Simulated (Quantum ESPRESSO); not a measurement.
## A series of runs on Ni3S2 (P1, 5 atoms in the cell)

```xyz
5
Lattice="1.6972 0.9799 6.9071 -1.6972 0.9799 6.9071 0.0000 -1.9598 6.9071" Properties=species:S:1:pos:R:3 pbc="T T T"
Ni    -0.1066     0.0792     2.1364
Ni    -0.1058    -0.0070    20.4771
Ni     0.0406    -0.0472    10.5584
S      0.0504    -0.1335     7.9272
S      0.1214     0.1086    18.4742
```

Base run A: LDA (PZ), PSlibrary PAW (LDA) pseudopotentials (Quantum ESPRESSO 7.5), self-consistent single point.

Its settings: ecutwfc = 50 Ry; ecutrho = 300 Ry; occupations = smearing; smearing = marzari-vanderbilt; degauss = 0.0036749 Ry; potentials = {Ni: Ni.pz-n-kjpaw_psl.1.0.0.UPF, S: S.pz-n-kjpaw_psl.1.0.0.UPF}; K_POINTS = automatic 6 6 6 0 0 0; conv_thr = 1e-09 Ry.

The starting cell comes from a database of computed structures (which also holds hypothetical and non-ambient phases and stackings), without a prior relaxation at this level. Its atoms were displaced at random from the sites of space group no. 160. Spin polarisation is off, so a magnetic state, if there is one, cannot be reached. In the base run, with a pressure of about -6 GPa the cell is away from its equilibrium volume at this level. In the base run, forces exceed 1 eV/Å.

ΔF is the free energy per atom less that of run A. 

Run A gave: pressure (GPa) -6.42; largest force (eV/Å) 1.925; TS (meV/atom) 0.0.

Runs:
- B: smearing, degauss = gaussian, 0.0147 Ry
- C: smearing, degauss = gaussian, 0.02205 Ry
- D: smearing, degauss = fermi-dirac, 0.0147 Ry

**Question.** What does run C change against A?

**Answer.** The free energy drops by 18.2 meV/atom, the pressure goes from -6.42 to -6.01 GPa and the largest force goes from 1.925 to 1.935 eV/Å.

**Question.** What does run B change against A?

**Answer.** The free energy drops by 7.8 meV/atom, the pressure goes from -6.42 to -6.23 GPa and the largest force moves little (1.925 to 1.929 eV/Å).

| run | ΔF (meV/atom) | pressure (GPa) | largest force (eV/Å) | TS (meV/atom) |
|---|---|---|---|---|
| A | 0.00 | -6.42 | 1.925 | 0.0 |
| B | -7.8 | -6.23 | 1.929 | 16.3 |
| C | -18.2 | -6.01 | 1.935 | 37.6 |
| D | -54.6 | -5.30 | 1.937 | 111.0 |
